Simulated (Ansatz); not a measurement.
**ZrMo (model structure, Pm-3m, No. 221, 2 atoms in the cell): bulk modulus by level of theory**

No measured value is used here.

```tsv
level (code)	value (GPa)	cell (Å³/atom)
LDA (Ansatz)	170	17.53
PBE (Ansatz)	149	18.67
PBEsol (Ansatz)	160	17.97
```

LDA, PBE, PBEsol: the run has no spin polarisation, so it can have missed a magnetic state. LDA, PBE, PBEsol: the bulk modulus is −V dP/dV from two relaxed cells at ±2 % in volume. Each level is taken at its own relaxed cell. Ansatz's density-functional and Hartree–Fock values are scalar-relativistic unless marked +SOC, with PAW data made under PBE.

A model structure was made by putting elements into a prototype or built by hand; it is no filed structure, need not be a known phase, and can be a saddle point held by its symmetry.

Ansatz is a quantum-chemistry and plane-wave program.
